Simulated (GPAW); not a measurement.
```xyz
2
Lattice="1.3509 -2.3399 0.0000 1.3509 2.3399 0.0000 0.0000 0.0000 4.2672" Properties=species:S:1:pos:R:3 pbc="T T T"
Ru     1.3509     0.7800     1.1168
Ru     1.3509    -0.7800     3.2004
```

Method of the run: PBE, GPAW PAW datasets PBE (gpaw-data 1.0.1) (plane waves; GPAW).

The set-up and first iterations of a GPAW log for Ru (P-3m1, 2 atoms in the cell):

```
Input parameters:
  convergence: {density: 1e-05}
  kpts: {gamma: True,
         size: (7, 7, 4)}
  maxiter: 100
  mode: {ecut: 550.0,
         name: pw}
  nbands: -1
  occupations: {fixmagmom: False,
                name: fermi-dirac,
                width: 0.1}
  symmetry: {symmorphic: False,
             tolerance: 0.0005}
  xc: PBE

species:
  Ru:
    name: Ruthenium
    Z: 44.0
    valence: 16
    core: 28
    charge: 0.0
    file: Ru.PBE.gz

    # Using partial waves for Ru as LCAO basis

Reference energy: -246490.249966  # eV

Spin-paired calculation

Convergence criteria:
 Maximum [total energy] change in last 3 cyles: 0.0005 eV / valence electron
 Maximum integral of absolute [dens]ity change: 1e-05 electrons / valence electron
 Maximum integral of absolute [eigenst]ate change: 4e-08 eV^2 / valence electron
 Maximum number of scf [iter]ations: 100

Symmetries present (total): 6
Symmetries with fractional translations: 0
   [... lines left out ...]
  Pulay-stress correction: 0.000000 eV/Ang^3 (de/decut=0.000000)

Occupation numbers: Fermi-Dirac:
  width: 0.1000  # eV

Eigensolver

Densities:
  Coarse grid: 15*15*24 grid
  Fine grid: 30*30*48 grid
  Total Charge: 0.000000

Density mixing:
  Method: separate
  Backend: pulay
  Linear mixing parameter: 0.05
  old densities: 5
  Damping of long wavelength oscillations: 50

Hamiltonian:
  XC and Coulomb potentials evaluated on a 30*30*48 grid
  External potential:
    NoExternalPotential

XC parameters: PBE with 2 nearest neighbor stencil

Number of atoms: 2
Number of atomic orbitals: 26
Number of bands in calculation: 17
Number of valence electrons: 32
Bands to converge: occupied

Density initialized from atomic densities
  17 bands from LCAO basis set

Atomic positions and initial magnetic moments

Positions:
   0 Ru     1.350935    0.779964    1.116788    ( 0.0000,  0.0000,  0.0000)
   1 Ru     1.350935   -0.779964    3.200370    ( 0.0000,  0.0000,  0.0000)

Unit cell:
           periodic     x           y           z      points  spacing
  1. axis:    yes    1.350935   -2.339888    0.000000    15     0.1560
  2. axis:    yes    1.350935    2.339888    0.000000    15     0.1560
  3. axis:    yes    0.000000    0.000000    4.267160    24     0.1778

  Lengths:   2.701870   2.701870   4.267160
  Angles:   90.000000  90.000000 119.999999

Effective grid spacing dv^(1/3) = 0.1709
     iter     time        total  log10-change:
                         energy   eigst   dens
iter:   1 --:--:--   -20.214010
iter:   2 --:--:--   -19.956081   -1.22  -1.31
iter:   3 --:--:--   -22.281052   +0.31  -1.33
iter:   4 --:--:--   -19.014839   -0.83  -1.24
iter:   5 --:--:--   -19.043823   -0.44  -1.68
iter:   6 --:--:--   -18.720116   -1.95  -1.61
iter:   7 --:--:--   -18.676821   -2.08  -2.10
iter:   8 --:--:--   -18.677104   -3.07  -2.78
iter:   9 --:--:--   -18.676570c  -3.09  -2.93
iter:  10 --:--:--   -18.677253c  -3.49  -3.41
iter:  11 --:--:--   -18.676778c  -3.92  -3.05
iter:  12 --:--:--   -18.676735c  -3.88  -3.42
iter:  13 --:--:--   -18.676761c  -4.21  -4.12
```

Question: Will this run converge, and how will it end?

Answer: The run ended unconverged after 100 iterations. It gives no final result for the task that was set. The log goes on:

```
   [... 23 lines left out ...]
iter:  37 --:--:--   -18.677007c  -5.16  -4.41
iter:  38 --:--:--   -18.677012c  -5.19  -4.83
iter:  39 --:--:--   -18.677016c  -5.19  -4.95
   [... lines left out ...]
iter:  99 --:--:--   -18.677093c  -6.43  -5.70c
iter: 100 --:--:--   -18.677094c  -6.50  -6.26c

Did not converge!

Here are some tips:

1) Make sure the geometry and spin-state is physically sound.
2) Use less aggressive density mixing.
3) Solve the eigenvalue problem more accurately at each scf-step.
4) Use a smoother distribution function for the occupation numbers.
5) Try adding more empty states.
6) Use enough k-points.
7) Don't let your structure optimization algorithm take too large steps.
8) Solve the Poisson equation more accurately.
9) Better initial guess for the wave functions.

See details here:

    https://gpaw.readthedocs.io/documentation/convergence.html
Traceback (most recent call last):
   [... frames left out ...]
gpaw.KohnShamConvergenceError: Did not converge!  See text output for help.
```

The starting cell has typed, rounded lattice constants, without a prior relaxation at this level. Its lattice was rescaled by up to half a per cent. One atom was moved a little off its site on purpose.

The run was DFT PBE, plane waves, GPAW PAW datasets PBE (gpaw-data 1.0.1). Main settings of its input:

- mode = pw
- ecut = 550 eV
- xc = PBE
- kpts = 7 7 4
- mesh shift (steps) = 0 0 0
- occupations.name = fermi-dirac
- occupations.width = 0.1 eV
- nbands = -1
- convergence.density = 1e-05 e/electron
- symmetry.symmorphic = false
- symmetry.tolerance = 0.0005
- maxiter = 100
